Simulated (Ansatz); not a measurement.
This concerns the energy of the reaction as written. Reaction: cell B + 10 Fe (bcc) → cell A + 10 Ru (hcp). A negative value means that the right-hand side lies lower.

Cell A: a stack of composition Fe10Co24Ru6 on the in-plane vectors of Ru (hcp, P6₃/mmc) (0001), but not a cut of that crystal, 40 atoms, hexagonal cell of 5.44 Å (25.7 Å²), symmetry P1 within 0.02 Å, 17.5 Å thick under 18 Å of vacuum, so it may be strained; planes from bottom to top: Co4 × 3 | Fe2Ru2 | Fe3Ru × 2 | Fe2Ru2 | Co4 × 3; a model cell; spin state with PBE: parallel moments, net moment 61.3 μB a cell, k-point mesh 8×8×1.
```yaml
crystal:
  lattice:
    - [5.44387, 0.00000, 0.00000]
    - [-2.72194, 4.71453, 0.00000]
    - [0.00000, 0.00000, 35.38380]
  atoms:
    - { symbol: Co, position: [0.99850, 0.99652, 0.25290] }
    - { symbol: Co, position: [0.16144, 0.32473, 0.30506] }
    - { symbol: Co, position: [0.99104, 0.98408, 0.35945] }
    - { symbol: Ru, position: [0.17014, 0.32942, 0.41544] }
    - { symbol: Fe, position: [0.99083, 0.99325, 0.47293] }
    - { symbol: Fe, position: [0.17270, 0.33130, 0.52750] }
    - { symbol: Ru, position: [0.99708, 0.00934, 0.58443] }
    - { symbol: Co, position: [0.16690, 0.34372, 0.64110] }
    - { symbol: Co, position: [0.00388, 0.00217, 0.69486] }
    - { symbol: Co, position: [0.16873, 0.33759, 0.74616] }
    - { symbol: Co, position: [0.99684, 0.49496, 0.25376] }
    - { symbol: Co, position: [0.16544, 0.83246, 0.30470] }
    - { symbol: Co, position: [0.00056, 0.50212, 0.35912] }
    - { symbol: Fe, position: [0.16732, 0.83684, 0.41437] }
    - { symbol: Ru, position: [0.99835, 0.49808, 0.47195] }
    - { symbol: Ru, position: [0.17374, 0.83432, 0.52869] }
    - { symbol: Fe, position: [0.00118, 0.50304, 0.58579] }
    - { symbol: Co, position: [0.17273, 0.83456, 0.64025] }
    - { symbol: Co, position: [0.00017, 0.50624, 0.69514] }
    - { symbol: Co, position: [0.16871, 0.83791, 0.74683] }
    - { symbol: Co, position: [0.49650, 0.99654, 0.25290] }
    - { symbol: Co, position: [0.66196, 0.32496, 0.30506] }
    - { symbol: Co, position: [0.49155, 0.98357, 0.35934] }
    - { symbol: Ru, position: [0.65834, 0.32930, 0.41528] }
    - { symbol: Fe, position: [0.50884, 0.99390, 0.47251] }
    - { symbol: Fe, position: [0.66105, 0.32541, 0.52811] }
    - { symbol: Fe, position: [0.51290, 0.01127, 0.58560] }
    - { symbol: Co, position: [0.67336, 0.33408, 0.64024] }
    - { symbol: Co, position: [0.50030, 0.00634, 0.69524] }
    - { symbol: Co, position: [0.66943, 0.33794, 0.74694] }
    - { symbol: Co, position: [0.49660, 0.49480, 0.25369] }
    - { symbol: Co, position: [0.66607, 0.83338, 0.30423] }
    - { symbol: Co, position: [0.50246, 0.50640, 0.35864] }
    - { symbol: Fe, position: [0.66719, 0.83636, 0.41463] }
    - { symbol: Fe, position: [0.50150, 0.50171, 0.47290] }
    - { symbol: Fe, position: [0.66232, 0.83321, 0.52771] }
    - { symbol: Ru, position: [0.50011, 0.50482, 0.58397] }
    - { symbol: Co, position: [0.66293, 0.84012, 0.64121] }
    - { symbol: Co, position: [0.50469, 0.50225, 0.69514] }
    - { symbol: Co, position: [0.66895, 0.83766, 0.74624] }
```

Cell B: a stack of composition Co24Ru16 on the in-plane vectors of Ru (hcp, P6₃/mmc) (0001), but not a cut of that crystal, 40 atoms, hexagonal cell of 5.44 Å (25.7 Å²), symmetry P-3m1 within 0.02 Å, 18.0 Å thick under 17 Å of vacuum, so it may be strained; planes from bottom to top: Co4 × 3 | Ru4 × 4 | Co4 × 3; a model cell; spin state with PBE: parallel moments, net moment 40.4 μB a cell, k-point mesh 8×8×1.
```yaml
crystal:
  lattice:
    - [5.44387, 0.00000, 0.00000]
    - [-2.72194, 4.71453, 0.00000]
    - [0.00000, 0.00000, 35.38380]
  atoms:
    - { symbol: Co, position: [0.00000, 0.00000, 0.24606] }
    - { symbol: Co, position: [0.16667, 0.33333, 0.29759] }
    - { symbol: Co, position: [0.00000, 0.00000, 0.35185] }
    - { symbol: Ru, position: [0.16667, 0.33333, 0.40944] }
    - { symbol: Ru, position: [0.00000, 0.00000, 0.46955] }
    - { symbol: Ru, position: [0.16667, 0.33333, 0.53045] }
    - { symbol: Ru, position: [0.00000, 0.00000, 0.59056] }
    - { symbol: Co, position: [0.16667, 0.33333, 0.64815] }
    - { symbol: Co, position: [0.00000, 0.00000, 0.70241] }
    - { symbol: Co, position: [0.16667, 0.33333, 0.75394] }
    - { symbol: Co, position: [0.00000, 0.50000, 0.24606] }
    - { symbol: Co, position: [0.16667, 0.83333, 0.29759] }
    - { symbol: Co, position: [0.00000, 0.50000, 0.35185] }
    - { symbol: Ru, position: [0.16667, 0.83333, 0.40944] }
    - { symbol: Ru, position: [0.00000, 0.50000, 0.46955] }
    - { symbol: Ru, position: [0.16667, 0.83333, 0.53045] }
    - { symbol: Ru, position: [0.00000, 0.50000, 0.59056] }
    - { symbol: Co, position: [0.16667, 0.83333, 0.64815] }
    - { symbol: Co, position: [0.00000, 0.50000, 0.70241] }
    - { symbol: Co, position: [0.16667, 0.83333, 0.75394] }
    - { symbol: Co, position: [0.50000, 0.00000, 0.24606] }
    - { symbol: Co, position: [0.66667, 0.33333, 0.29759] }
    - { symbol: Co, position: [0.50000, 0.00000, 0.35185] }
    - { symbol: Ru, position: [0.66667, 0.33333, 0.40944] }
    - { symbol: Ru, position: [0.50000, 0.00000, 0.46955] }
    - { symbol: Ru, position: [0.66667, 0.33333, 0.53045] }
    - { symbol: Ru, position: [0.50000, 0.00000, 0.59056] }
    - { symbol: Co, position: [0.66667, 0.33333, 0.64815] }
    - { symbol: Co, position: [0.50000, 0.00000, 0.70241] }
    - { symbol: Co, position: [0.66667, 0.33333, 0.75394] }
    - { symbol: Co, position: [0.50000, 0.50000, 0.24606] }
    - { symbol: Co, position: [0.66667, 0.83333, 0.29759] }
    - { symbol: Co, position: [0.50000, 0.50000, 0.35185] }
    - { symbol: Ru, position: [0.66667, 0.83333, 0.40944] }
    - { symbol: Ru, position: [0.50000, 0.50000, 0.46955] }
    - { symbol: Ru, position: [0.66667, 0.83333, 0.53045] }
    - { symbol: Ru, position: [0.50000, 0.50000, 0.59056] }
    - { symbol: Co, position: [0.66667, 0.83333, 0.64815] }
    - { symbol: Co, position: [0.50000, 0.50000, 0.70241] }
    - { symbol: Co, position: [0.66667, 0.83333, 0.75394] }
```

Reference: Ru (hcp, P6₃/mmc), 8 atoms in the cell, the relaxed perfect crystal repeated, atoms not moved again; spin state with PBE: run without spin, k-point mesh 8×8×9 on the run's own vectors.

Reference: Fe (bcc, Im-3m), 1 atom in the cell; spin state with PBE: net moment 2.2 μB a cell, k-point mesh 30×30×30 on the run's own vectors. Conventional cell: a = b = c = 2.832 Å, α = β = γ = 90.00°.

All numbers come from Ansatz (a quantum-chemistry and plane-wave program), plane waves with PAW, its default PAW set, cutoff 420 eV. The structures are at rest with PBE, within the held lattices. Neutral cells; Fermi-Dirac smearing of at most 0.10 eV in the solids, energies taken to zero width. Larger cells are relaxed from a start prepared with the learned potential CHGNet, on a coarser mesh till forces fall under 0.03 eV/Å, which some starts already meet. A dispersion term (D3(BJ), or D4 for r2SCAN) was computed beside these levels and is taken off wherever the name lacks it. Space groups of crystals are read within 0.01 Å. Static lattices, no vibrational contributions. The structures are the rest points that the relaxations reached, not proven lowest. No search over spin orders was made beyond those shown. No correction for cell size. Cell B has symmetry P-3m1 within 0.02 Å and got no random move, so less symmetric positions, which may lie lower, weren't tried.

Problem. What value does PBE give?

Solution. 3.22 eV, for cell B + 10 Fe (bcc) → cell A + 10 Ru (hcp).
